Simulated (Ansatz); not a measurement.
CH3 on the 1x1 (111) surface of fcc Pt, one in a 2x2 cell, energies for each (27.3 Å²). Energies are against CH4(g) − ½ H2(g), without zero-point or thermal terms; each row is named by its start.

Calculation: PBE (plane waves to 420 eV, PAW; Ansatz, an electronic-structure program).

Set-up: 20 atoms, 6.9 Å thick at the start under the adsorbate (thin: gaps and levels are the slab's own); mesh 6x6x1; 0.1 eV smearing; dipole correction on; 8 atoms held, the rest relaxed; each run with such symmetry as its start has; spin where the adsorbate may keep a moment, no spin-orbit, no U, no dispersion correction.

A negative adsorption energy means that the adsorbate is more stable on the surface than in its reference. Starts that drift may end in the same place. Heights count from the host atoms within 0.3 Å of the top one.

```csv
starting site,E_ads (eV),height (Å),nearest host atom (Å),bonded to,Δ work function (eV),lateral drift (Å),moment (μB)
top Pt,0.48,2.24,Pt 2.07,Pt,-0.82,0.0,0.0
hollow Pt-Pt-Pt over Pt at depth 2.3 Å,1.38,1.84,Pt 2.44,3 Pt,-1.51,0.0,–
hollow Pt-Pt-Pt over Pt at depth 4.6 Å,1.27,1.79,Pt 2.40,3 Pt,-1.55,0.0,–
bridge Pt-Pt (span 2.8 Å),0.48,2.24,Pt 2.07,Pt,-0.82,1.4,–
```
